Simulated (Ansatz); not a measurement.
# Phonon-limited transport in Zr2InN (P6_3/mmc)

Given:

```yaml
crystal:
  lattice:
    - [3.26413, 0.00000, 0.00000]
    - [-1.63207, 2.82682, 0.00000]
    - [0.00000, 0.00000, 14.78070]
  atoms:
    - { symbol: Zr, position: [0.66667, 0.33333, 0.91641] }
    - { symbol: Zr, position: [0.33333, 0.66667, 0.08359] }
    - { symbol: Zr, position: [0.33333, 0.66667, 0.41641] }
    - { symbol: Zr, position: [0.66667, 0.33333, 0.58359] }
    - { symbol: In, position: [0.66667, 0.33333, 0.25000] }
    - { symbol: In, position: [0.33333, 0.66667, 0.75000] }
    - { symbol: N, position: [0.00000, 0.00000, 0.00000] }
    - { symbol: N, position: [0.00000, 0.00000, 0.50000] }
```

The numbers are results of PBEsol, DFPT electron-phonon coupling, linearised Boltzmann equation (plane waves, PAW, scalar-relativistic; Ansatz, a program for electronic structure), not measurements. Geometry: relaxed with this functional, without spin-orbit coupling.

| Property | Value |
|---|---|
| resistivity at 300 K | 29 μΩ·cm |
| electron mean free path at 300 K (weighted by the current that each state carries) | 8.1 (x), 8.1 (y), 7.0 (z) nm |
| electron-phonon coupling λ | 0.35 |
| transport coupling λ_tr | 0.34 (x), 0.34 (y), 0.34 (z) |
| logarithmic mean phonon energy | 21 meV |
| density of states at the Fermi level | 1.61 states/(eV·spin·cell) |
| Hall coefficient at 300 K | -55 ×10⁻¹¹ m³/C |

A metal at this level (no band gap). Only scattering by harmonic phonons is included (no impurities, grain boundaries, electron-electron scattering or thermal expansion). Spin-orbit coupling is left out. Halving the electron mesh (28x28x8) moves the resistivity by up to 10 % at 300 K, the mean free path by up to 5 %, the coupling by up to 2 %. Smearing 0.20 eV; phonons on a 5x5x1 q mesh, which this run doesn't test and which matters most at low temperature.

Computed structure with no diffraction record at hand here (it may be known, metastable or hypothetical): Zr2InN (P6_3/mmc).
